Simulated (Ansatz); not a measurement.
The starting structures come from a database of crystals and need not be the phases stable at ambient conditions.

Given:

```
CELL_PARAMETERS angstrom
      5.65098     0.00000     0.00000
      0.14963     7.93720     0.00000
     -2.75067     3.96860     2.78783
ATOMIC_POSITIONS crystal
  Ta 0.00000 0.00000 0.00000
  Ta 0.00000 0.50000 0.00000
  Ag 0.50000 0.25000 0.00000
  Ag 0.50000 0.75000 0.00000
  O  0.05653 0.19347 0.55653
  O  0.94347 0.80653 0.44347
  O  0.50000 0.75000 0.55653
  O  0.50000 0.25000 0.44347
  O  0.94347 0.30653 0.88694
  O  0.05653 0.69347 0.11306
```

Space group of this cell: R-3c. The cell is taken as given; by r2SCAN its mean pressure is -6.7 GPa.

Transport runs along the normal of the first two printed cell vectors, the (110) plane of the conventional cell.

No gap correction and no spin-orbit coupling; mid-gap values are interpolated between computed energies.

Task: Predict the band gap and the smallest decay constant κ at mid-gap from r2SCAN in Ansatz (a first-principles code).

Result: Gap 2.29 eV on a 12×12×12 mesh; κ = 0.248 1/Å, at the zone centre.
